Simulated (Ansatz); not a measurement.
The starting structures come from a database of crystals and need not be the phases stable at ambient conditions.

The decay constant κ of evanescent states in the gap governs leakage through a thin film.

Consider the following.

```yaml
crystal:
  lattice:
    - [7.24990, 0.00000, 0.00000]
    - [2.95857, 6.61876, 0.00000]
    - [2.14567, -3.30938, 3.94409]
  atoms:
    - { symbol: Zn, position: [0.00000, 0.00000, 0.00000] }
    - { symbol: Ag, position: [0.25000, 0.25000, 0.50000] }
    - { symbol: Ag, position: [0.75000, 0.75000, 0.50000] }
    - { symbol: Sn, position: [0.50000, 0.50000, 0.00000] }
    - { symbol: S, position: [0.36052, 0.87108, 0.00000] }
    - { symbol: S, position: [0.12892, 0.63948, 0.51056] }
    - { symbol: S, position: [0.87108, 0.36052, 0.00000] }
    - { symbol: S, position: [0.63948, 0.12892, 0.48944] }
```

Space group of this cell: I-42m. The cell is taken as given; by r2SCAN its mean pressure is -2.0 GPa.

Transport runs along the normal of the first two printed cell vectors, the (110) plane of the conventional cell.

No gap correction and no spin-orbit coupling; mid-gap values are interpolated between computed energies.

Task: Compute, with r2SCAN run with Ansatz (a program for electronic structure), the band gap and the smallest decay constant κ at mid-gap.

Result: Gap 0.53 eV on a 8×8×8 mesh; κ = 0.061 1/Å, at the zone centre.
